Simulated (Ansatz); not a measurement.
## CaWO4 (space group I4_1/a, No. 88)

```
CELL_PARAMETERS angstrom
     -2.61168     2.61168     5.62578
      2.61168    -2.61168     5.62578
      2.61168     2.61168    -5.62578
ATOMIC_POSITIONS crystal
  Ca 0.25000 0.75000 0.50000
  Ca 0.50000 0.50000 0.00000
  W  0.75000 0.25000 0.50000
  W  0.00000 0.00000 0.00000
  O  0.15462 0.75725 0.08592
  O  0.50725 0.92133 0.10263
  O  0.67133 0.06870 0.91408
  O  0.81870 0.40462 0.89737
  O  0.59538 0.49275 0.41408
  O  0.24275 0.32867 0.39737
  O  0.07867 0.18130 0.58592
  O  0.93130 0.84538 0.60263
```

Calculations: Ansatz (an electronic-structure program), PBEsol, PAW, cutoff 420 eV, no spin-orbit coupling. k-mesh 7×7×7 (Γ-centred); smearing 0.05 eV (Fermi–Dirac).

- Volume per atom = 12.79 Å³
- Density = 6.23 g/cm³
- Band gap = 4.09 eV, direct at Γ
- Total energy = -2383.273 eV/atom (σ→0; compares only within this code and set-up)

Spin-orbit coupling, missing from the scalar runs, can matter with W. No phonon test of stability was made.
